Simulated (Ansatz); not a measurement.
Consider the following.

End structure of the (0001) surface of wurtzite GaN, Ga-terminated, 2x2 with 3 NH2 on 4 top atoms (bottom of the slab: 3 H on 4 bottom sites):

```
CELL_PARAMETERS angstrom
      6.43695     0.00000     0.00000
     -3.21848     5.57456     0.00000
      0.00000     0.00000    31.00000
ATOMIC_POSITIONS crystal
  N  0.33358 0.16637 0.29908
  N  0.83269 0.16636 0.29907
  N  0.33358 0.66726 0.29907
  N  0.83327 0.66665 0.29672
  Ga 0.16661 0.33334 0.31925
  Ga 0.67405 0.34816 0.31806
  Ga 0.15177 0.82589 0.31806
  Ga 0.67403 0.82592 0.31807
  N  0.16667 0.33333 0.38195
  N  0.66667 0.33333 0.38195
  N  0.16667 0.83333 0.38195
  N  0.66667 0.83333 0.38195
  Ga 0.33333 0.16667 0.40279
  Ga 0.83333 0.16667 0.40279
  Ga 0.33333 0.66667 0.40279
  Ga 0.83333 0.66667 0.40279
  N  0.33262 0.16662 0.46616
  N  0.83303 0.16638 0.46632
  N  0.33285 0.66630 0.46632
  N  0.83252 0.66654 0.46634
  Ga 0.16639 0.33291 0.48744
  Ga 0.66572 0.33309 0.48732
  Ga 0.16589 0.83341 0.48730
  Ga 0.66615 0.83299 0.48763
  N  0.16642 0.33262 0.55067
  N  0.66483 0.33265 0.55072
  N  0.16537 0.83362 0.55067
  N  0.66572 0.83284 0.55155
  Ga 0.33215 0.16596 0.57320
  Ga 0.83491 0.17086 0.57165
  Ga 0.32765 0.66427 0.57165
  Ga 0.83416 0.66385 0.57198
  N  0.33208 0.16468 0.63570
  N  0.83608 0.17047 0.63537
  N  0.32769 0.66495 0.63541
  N  0.83183 0.66327 0.63641
  Ga 0.17109 0.33152 0.65965
  Ga 0.66082 0.32683 0.65968
  Ga 0.16482 0.83501 0.66010
  Ga 0.66440 0.83406 0.64551
  H  0.33210 0.16787 0.26599
  H  0.83566 0.16783 0.26597
  H  0.33206 0.66418 0.26598
  N  0.15212 0.32998 0.71996
  H  0.23800 0.25618 0.73584
  H  0.20112 0.49830 0.73154
  N  0.65291 0.28353 0.71985
  H  0.81024 0.29309 0.72979
  H  0.63044 0.40558 0.73724
  N  0.17907 0.81255 0.72046
  H  0.33129 0.96433 0.73104
  H  0.03439 0.79835 0.73660
```

Set-up: 52 atoms, 14.7 Å thick at the start with caps and adatoms; mesh 4x4x1; 0.025 eV smearing; dipole correction on; single point; no symmetry held, on the structure that PBE left; no spin, no spin-orbit, no U. It is one candidate, not shown to be the stable structure of the face.

Question: Give the gap of the slab on its k-mesh at the level r2SCAN, at the PBE geometry run with Ansatz (a first-principles code).

Answer: 1.25 eV

Question: Predict the highest filled level below the top vacuum level from r2SCAN, at the PBE geometry.

Answer: 5.63 eV
